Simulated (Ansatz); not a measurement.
Take Ti in the hcp (Mg type) structure (space group P6_3/mmc, No. 194; a = 2.940 Å, c = 4.654 Å; relaxed with 0.1 eV smearing) as the base. Axes: x lies along a and z along c of the hexagonal cell.

Method: PBE (Ansatz, a first-principles code), spin-orbit coupling left out.

For the base:

| Item | Value |
|---|---|
| Shortest interatomic distance | 288.0 pm |

Perturbation: compressive biaxial strain of 3.00 % in the plane normal to [001], as in epitaxy on a mismatched substrate; the out-of-plane cell vector and the atoms relax.

Estimate the effect on the in-plane stress, shortest interatomic distance and out-of-plane strain.

The mean in-plane stress (compression positive) amounts to +6.2 GPa; the shortest interatomic distance decreases by 2.86 pm, from 288.0 pm to 285.2 pm; the out-of-plane strain amounts to +2.60 %.

Stability against distortions was not tested. All final runs are without spin polarisation.
